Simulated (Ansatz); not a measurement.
Base system: HgTe in the zinc blende structure (space group F-43m, No. 216; a = 6.435 Å). Axes: x, y, z lie along the cube axes.

Method: DFT with LDA, PAW potentials and a 420 eV plane-wave cutoff in Ansatz (a quantum-chemistry and plane-wave program), spin-orbit coupling left out.

Perturbation: the cell is scaled by 0.9900 in all directions; the atoms relax in the strained cell.

Task: Predict the stress tensor and what it implies for the stiffness.

Result: Stress of the strained cell less that of the base (GPa, compression positive):
```
    1.5     0.0     0.0
    0.0     1.5     0.0
    0.0     0.0     1.5
```

Then B = −ΔP/(ΔV/V₀) with ΔV/V₀ = -0.0297 gives secant stiffness values (nonlinear terms included at this strain): B ≈ 52 GPa.

As a check, the harmonic strain energy −½ V₀ Δσ:ε is 4.8 meV/atom; the computed energy rise is 4.6 meV/atom.

The mesh was chosen for an insulator and is coarse for the gapless case. Whether these cells are dynamically stable was not tested. The final runs are not spin-polarised.
